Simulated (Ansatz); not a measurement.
The reference is InSb in the rock salt structure (space group Fm-3m, No. 225; a = 6.035 Å; a model cell, its experimental status unchecked).

Levels (all Ansatz, an electronic-structure program, PAW): PBEsol (420 eV, no SOC); r2SCAN (500 eV, no spin-orbit coupling).

The geometry is relaxed with PBEsol.

* **PBEsol pressure**: 0.0 GPa

Task: What does r2SCAN give at this geometry for the pressure?

Result: The pressure goes from zero to 1.6 GPa.

Single points use the geometry relaxed with PBEsol. Their cutoffs differ, which shifts pressures a little. No phonon test of stability was made. All final runs are without spin polarisation. This is not the structure that InSb has at room temperature and ambient pressure.
